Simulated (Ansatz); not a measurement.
An Ansatz (a program for electronic structure) input (r2SCAN, PAW, 500 eV (Ansatz; no spin-orbit coupling)):

Ansatz 0.2 input:
```yaml
crystal:
  lattice:
    - [0, 2.7477920457, 2.7477920457]
    - [2.7477920457, 0, 2.7477920457]
    - [2.7477920457, 2.7477920457, 0]
  atoms:
    - { symbol: Zn, position: [0, 0, 0] }
    - { symbol: Se, position: [0.25, 0.25, 0.25] }
basis: { ecutwfc: 500, ecutrho_ratio: 4, xc_grid: 4, fft_grid_basis: typed }
kpoints: { mp_grid: { grid: [10, 10, 10] } }
hamiltonian:
  xc: r2scan
  dispersion: none
  pseudopotentials: { kind: paw }
scf: { occupations: { method: fermi_dirac, width: 0.05 }, convergence: { dr2_threshold: 0.0000000002 } }
relax: { f_tol: 0.005, max_steps: 50 }
output: { forces: true, stress: true }
checkpoint: { write: state.ck, write_every: 1000 }
```

### Question
Which symmetry and how many k-points will the program report, and about how many plane waves at Γ?

### Answer
Space group F-43m (ITA 216) with 24 operations, k-points 47 of 1000, and 1067 plane waves at Γ.

### Question
And the final pressure?

### Answer
7.30 GPa (compression positive).

The cells carry an imposed strain or load. Whether these cells are dynamically stable was not tested. The cell was made from ZnSe in the zinc blende structure (space group F-43m, No. 216) by this change: isotropic strain −3.00 %.
